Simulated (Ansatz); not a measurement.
Base system: SnS in the GeS type structure (space group Pnma, No. 62; a = 10.9125 Å, b = 3.9536 Å, c = 4.1105 Å).

Computed with plane-wave PAW DFT at the PBEsol-D3(BJ) level (Ansatz, a program for electronic structure, 420 eV), no spin-orbit coupling, earlier PAW set.

Free-standing slabs (4 atom(s) a layer) normal to the stacking axis with 15 Å of vacuum; in-plane cell relaxed.

One change was made to it. Results:

The excess energy per area of both faces (slab less bulk energy over the cell's area: twice a surface energy) is 0.96 J/m²; the shortest interatomic distance drops by 0.0335 Å, from 2.611 Å to 2.578 Å; the gap character is indirect, Y₂–Γ (17 % along) → Γ; the band gap goes up by 0.25 eV to 0.55 eV.

Which of these changes matches the shifts?
A. 1 layer
B. 4 layers
C. 3 layers

B, 4 layers. For comparison, the band gap in the other runs: 1 layer gives 1.23 eV; 3 layers gives 0.64 eV.

The excess energy carries the mismatch between the slab's and the bulk's meshes. Whether these cells are dynamically stable was not tested. The zero or small gap of SnS can change with the level of theory. k-point labels follow each cell's own Brillouin zone.
